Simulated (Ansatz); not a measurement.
# Phonons of CsPbCl₃ (cubic perovskite, Pm-3m) at temperature

Method: the stochastic self-consistent harmonic approximation in a 2×2×2 supercell, Ansatz (an electronic-structure program), PBE functional, plane-wave PAW. The cell was generated from a structure type, relaxed within its symmetry, and need not be the phase found at ambient conditions. Spin-orbit coupling is not included. The cell is fixed at its relaxed static size. Melting and transitions to other phases are not modelled. Frequencies in cm⁻¹ at q = (0.00, 0.00, 0.00) (fractions of the primitive reciprocal vectors), each column in ascending order, rows equal in every column written once; i marks an imaginary mode. The auxiliary (Gaussian) frequencies are positive by construction; the free-energy Hessian decides stability. At Γ the LO-TO splitting is left out.

```json
[
 {"harmonic": "13i", "Gaussian 300 K": "38", "Hessian 300 K": "33", "Gaussian 600 K": "42", "Hessian 600 K": "36"},
 {"harmonic": "24", "Gaussian 300 K": "56", "Hessian 300 K": "46", "Gaussian 600 K": "64", "Hessian 600 K": "51"},
 {"harmonic": "52", "Gaussian 300 K": "68", "Hessian 300 K": "62", "Gaussian 600 K": "74", "Hessian 600 K": "66"},
 {"harmonic": "108", "Gaussian 300 K": "117", "Hessian 300 K": "110", "Gaussian 600 K": "130", "Hessian 600 K": "118"}
]
```

| Item | Result |
|---|---|
| pressure at 300 K in this cell | 0.36 ± 0.01 GPa |
| pressure at 600 K in this cell | 0.73 ± 0.01 GPa |
| pressure near 300 K by path-integral sampling of the fitted surface | 0.24 GPa |
| pressure near 600 K by path-integral sampling of the fitted surface | 0.61 GPa |
| static pressure | 0.06 GPa |
| largest statistical error of the Hessian column at 300 K | 2.2 cm⁻¹ |
| largest statistical error of the Hessian column at 600 K | 2.6 cm⁻¹ |

Over all wave vectors of the supercell the softest harmonic mode is 46i cm⁻¹ at q = (0.50, 0.50, 0.50); the softest of the Hessian is 15i cm⁻¹ at q = (0.00, 0.50, 0.50) at 300 K (error 1; the run's verdict: unstable), 4i cm⁻¹ at q = (0.00, 0.50, 0.50) at 600 K (error 18; the run's verdict: undecided).
